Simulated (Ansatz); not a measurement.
Input and output of a self-consistent single point for V (Im-3m, 1 atom in the cell) (Ansatz, an electronic-structure program).

Computed with PBE (plane waves, PAW; Ansatz).

```
V
1.0
   -1.49120     1.49120     1.49120
    1.49120    -1.49120     1.49120
    1.49120     1.49120    -1.49120
V
1
Cartesian
  0.00000   0.00000   0.00000
```

Reference input (self-consistent single point, DFT, PBE, plane waves, default PAW files): kpoints.mp_grid.grid = 20 20 20; hamiltonian.xc = pbe; hamiltonian.pseudopotentials = {kind: paw} (the program's default PAW files); scf.occupations.method = cold; scf.occupations.width = 0.136 eV. This run's input differs from it in these lines:

Ansatz 0.2 input:
```diff
@@ -10,3 +10,3 @@
   mp_grid:
-    grid: [20, 20, 20]
+    grid: [12, 12, 12]
 hamiltonian:
```

Output, abridged:

```
SCF iter   1: F=—  HF=-2912.401104 eV  |F-HF|=—  |Δ(HF+E_count)|=         —  Δρ=5.08e-3  dr2=9.73e-4  ethr=1.77e-3  ⟨swp⟩=4.1  Hψ=3994  notcnv=0
all-band conjugate gradients solve this SCF's bands
preconditioner: auto → none
SCF iter   2: F=—  HF=-2912.401085 eV  |F-HF|=—  |Δ(HF+E_count)|=   1.99e-5  S|Δr|=    0.00e0  Δρ=2.58e-3  dr2=2.40e-4  ethr=7.49e-6  ⟨swp⟩=1.0  Hψ=1368  notcnv=0
SCF iter   3: F=—  HF=-2912.401194 eV  |F-HF|=—  |Δ(HF+E_count)|=   1.10e-4  S|Δr|=    0.00e0  Δρ=1.46e-3  dr2=2.18e-4  ethr=1.84e-6  ⟨swp⟩=2.8  Hψ=1247  notcnv=0
SCF iter   4: F=—  HF=-2912.401131 eV  |F-HF|=—  |Δ(HF+E_count)|=   6.33e-5  S|Δr|=    0.00e0  Δρ=2.63e-5  dr2=3.35e-8  ethr=1.68e-6  ⟨swp⟩=2.7  Hψ=1180  notcnv=0
SCF iter   5: F=—  HF=-2912.401130 eV  |F-HF|=—  |Δ(HF+E_count)|=   5.13e-7  S|Δr|=    0.00e0  Δρ=1.83e-5  dr2=3.21e-8  ethr=2.57e-10  ⟨swp⟩=4.5  Hψ=3319  notcnv=0
SCF iter   6: F=-2912.401130 eV  HF=-2912.401130 eV  |F-HF|=2.46e-11  |Δ(HF+E_count)|=   7.61e-9  S|Δr|=    0.00e0  Δρ=1.07e-6  dr2=5.55e-11  ethr=2.47e-10  ⟨swp⟩=1.9  Hψ=2365  notcnv=0
SCF 1 converged in 6 iterations: F = -2912.401130 eV  dr2 = 5.55e-11
Stability not checked (fill_not_monotonic)
Free energy (F): -2912.401130 eV
Internal energy: -2912.400107 eV  (E = F + TS)
E sigma→0 (E₀):  -2912.400789 eV
Entropy (-TS):   -0.001023 eV (-1.023 meV/atom)
Fermi energy:    16.825232 eV
--- Forces (eV/Å), atoms counted from 1 ---
  atom   1  V     -0.00000000    -0.00000000     0.00000000
--- Stress (GPa, compression-positive) ---
        2.561910       0.000000      -0.000000
        0.000000       2.561910      -0.000000
       -0.000000       0.000000       2.561910
  P = ⅓ Tr σ = 2.5619 GPa (25.619 kbar)
  The stress holds the Pulay correction. Without it, at fixed plane waves, as pw.x and ABINIT print it: P = 2.4698 GPa
```

The run converged in 6 iterations. Against the reference run the free energy rises by 7.6 meV/atom and the pressure goes from 2.71 to 2.56 GPa.

The starting cell comes from a database of computed structures (which also holds hypothetical and non-ambient phases and stackings), without a prior relaxation at this level. Spin polarisation is off. Ansatz's pressure includes its estimate of the finite-basis (Pulay) stress.
